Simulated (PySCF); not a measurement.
PySCF 2.14.0, MP2 (frozen core)/cc-pvdz: CC[SiH]1[SiH2]C[SiH2]1, 18 atoms. The geometry is a generated start, not checked to be a minimum at this level.

```
Property                                              Result
-------------------------------  ---------------------------
task                                                     mp2
basis                                                cc-pvdz
two-electron scheme              exact four-centre integrals
frozen core                                             true
mf.init_guess                                minao (default)
mf.DIIS                                      CDIIS (default)
mf.diis_space                                    8 (default)
mf.conv_tol                                  1e-09 (default)
basis functions (reference run)                          156
```

On 4 threads, 1 BLAS thread. Build: conda-forge: OpenMP (GNU), OpenBLAS with its own threads, libcint, Libxc. One run each, on a shared machine, so no times are given.

Values of mol.max_memory tried: 8000 MB, 4000 MB, 2000 MB, 1000 MB, 500 MB, 300 MB, 200 MB.

Problem. Which of these memory settings still run, and by which path?

Solution. It runs down to 200 MB, the lowest tried, with the same result. At 8000 MB: SCF integrals in memory, transformation in memory. From 500 MB down: direct SCF, transformation through a file.

| mol.max_memory | path | peak memory |
|---|---|---|
| 8000 MB | SCF integrals in memory, transformation in memory | 0.91 GiB |
| 4000 MB | SCF integrals in memory, transformation in memory | 0.91 GiB |
| 2000 MB | SCF integrals in memory, transformation in memory | 0.91 GiB |
| 1000 MB | SCF integrals in memory, transformation in memory | 0.91 GiB |
| 500 MB | direct SCF, transformation through a file | 0.69 GiB |
| 300 MB | direct SCF, transformation through a file | 0.69 GiB |
| 200 MB | direct SCF, transformation through a file | 0.69 GiB |

Peak memory is the kernel's count for the largest process, libraries included and scratch files not. The peak passes the setting at 500 MB, 300 MB, 200 MB: it is no hard cap. MP2's transformation through a file may take 2000 MB even at lower settings.
